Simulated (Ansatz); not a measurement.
Take NaF in the rock salt structure (space group Fm-3m, No. 225) as the base.

```
NaF
1.0
    0.00000     2.31454     2.31454
    2.31454     0.00000     2.31454
    2.31454     2.31454     0.00000
Na F
1 1
Direct
  0.00000   0.00000   0.00000
  0.50000   0.50000   0.50000
```

Cartesian axes are those of the cell as printed.

Computed with Ansatz (a first-principles code), PBEsol, PAW, cutoff 420 eV, spin-orbit coupling left out.

It is then changed as follows: tensile biaxial strain of 2.50 % in the plane normal to [111], as in epitaxy on a mismatched substrate; the out-of-plane cell vector and the atoms relax.

Task: Estimate the effect on the in-plane stress.

Result: The mean in-plane stress (compression positive) comes out as -2.1 GPa.

Task: What happens to the energy relative to the base?

Result: The energy goes up by 4.3 meV/atom.

No phonon test of stability was made.
